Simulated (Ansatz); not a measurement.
# Ni under a change: x(Cu) = 0.75, 4 atoms, Cmmm

Take Ni in the fcc (Cu type) structure (space group Fm-3m, No. 225; a = 3.463 Å; ferromagnetic) as the base.

The other end (x = 1) is Cu in the fcc (Cu type) structure (space group Fm-3m, No. 225): 11.32 Å³/atom, gap zero.

The change: a fraction x = 0.75 of the Ni sites is given to Cu, ordered in a cell of 4 atoms (starting symmetry Cmmm) and fully relaxed.

Method: Ansatz (a program for electronic structure), PBEsol, PAW, cutoff 420 eV, no spin-orbit coupling. k-mesh 12×12×18 (Γ-centred); smearing 0.05 eV (Fermi–Dirac), for the changed cell.

The volume per atom rises by 0.64 Å³, from 10.38 Å³ to 11.02 Å³ and the density is still 9.39 g/cm³. The band gap stays zero and the magnetic state goes from ferromagnetic to non-magnetic. The largest site moment falls by 0.65 μB (0.65 μB → 0.00 μB) and the mixing energy comes out as +0.01 eV/atom (to 0.01 eV only: unlike meshes or grids). The deviation of the volume from the linear (Vegard-type) interpolation comes out as -0.6 %.

Final structure:

```yaml
crystal:
  lattice:
    - [2.50947, -3.50087, 0.00000]
    - [2.50947, 3.50087, 0.00000]
    - [0.00000, 0.00000, 2.50850]
  atoms:
    - { symbol: Cu, position: [0.00000, 0.50000, 0.00000] }
    - { symbol: Ni, position: [0.50000, 0.50000, 0.50000] }
    - { symbol: Cu, position: [0.00000, 0.00000, 0.50000] }
    - { symbol: Cu, position: [0.50000, 0.00000, 0.00000] }
```

Other magnetic orders, which the real material may have, were not ruled out. These are small ordered cells, not random alloys; other orderings at the same x differ. Whether these cells are dynamically stable was not tested. Seeded moments were not kept for x(Cu) = 0.75, 4 atoms, Cmmm. Spin-polarised in the final run: base; the other runs are not.
